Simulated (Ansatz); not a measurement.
## Migration barriers: Na vacancy in rock-salt NaCl, charge state -1

Consider Na vacancy in rock-salt NaCl, charge state -1. Computed with PBE, PAW (plane waves to 420 eV; Ansatz, a program for electronic structure).

Settings: 64 host sites, the relaxed PBE lattice, the Γ point alone, smearing 0.01 eV, spin-restricted, no image-charge correction. No zero-point or tunnelling terms. The charge state is imposed; whether it is stable for some Fermi level was not computed. Forms of the defect that were not tried may lie lower.

Barriers: single points on a 2×2×2 k-point mesh shifted by half a step at the bands' geometries.

| Route | Start site over the lowest site run (eV) | Hop (Å) | Forward barrier (eV) | Backward barrier (eV) | Neighbours at the start | Neighbours at the saddle | Saddle order | Forward, on the band's own sampling (eV) |
|---|---|---|---|---|---|---|---|---|
| one Na atom jumps into the vacancy from a nearby Na site | 0.00 | 3.85 | 0.62 | 0.62 | 2 Cl at 2.80, 2 Cl at 2.86, 2 Cl at 2.91 Å | 2 Cl at 2.49 Å | not checked, on a symmetry element | 0.62 |

Paths come from climbing-image nudged elastic band runs.  A band can be held on a symmetry element, so unchecked saddle points there may be too high.

The whole set of runs took very roughly 0.3 core-hours.
